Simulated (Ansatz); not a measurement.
Y2N (model structure, started from the Cu2Sb type, P4/mmm, No. 123, 6 atoms in the cell), treated with LDA in Ansatz (PAW).

Numerical settings: plane-wave cutoff 520 eV, 12×12×8 k mesh (along the axes of the cell as run), Fermi–Dirac smearing 0.05 eV, scalar-relativistic PAW data made under PBE.

Cell (relaxed at this level):

```cif
data_NY2
_chemical_formula_sum 'Y2 N1'
_space_group_name_H-M_alt 'P4/mmm'
_space_group_IT_number 123
_space_group_name_Hall '-P 4 2'
_cell_length_a 3.45062
_cell_length_b 3.45062
_cell_length_c 4.72250
_cell_angle_alpha 90.000
_cell_angle_beta 90.000
_cell_angle_gamma 90.000
loop_
_atom_site_label
_atom_site_type_symbol
_atom_site_symmetry_multiplicity
_atom_site_Wyckoff_symbol
_atom_site_fract_x
_atom_site_fract_y
_atom_site_fract_z
_atom_site_occupancy
Y1 Y 1 a 0.00000 0.00000 0.00000 1
Y2 Y 1 d 0.50000 0.50000 0.50000 1
N1 N 1 c 0.50000 0.50000 0.00000 1
```
(The calculation used a cell of 6 atoms; values per cell refer to that cell.)

**Question.** What does this level give for the bulk modulus?

**Answer.** 
* **bulk modulus**: 109 GPa

The run finds no gap.

Note: the bulk modulus is −V dP/dV from two relaxed cells at ±2 % in volume; the relaxation could raise the start's symmetry but not lower it, so the cell can be a saddle point.

The computed numbers hold no vibrational or temperature effects.

A model structure was made by putting elements into a prototype or built by hand; it is no filed structure, need not be a known phase, and can be a saddle point held by its symmetry.

Ansatz is a quantum-chemistry and plane-wave program.
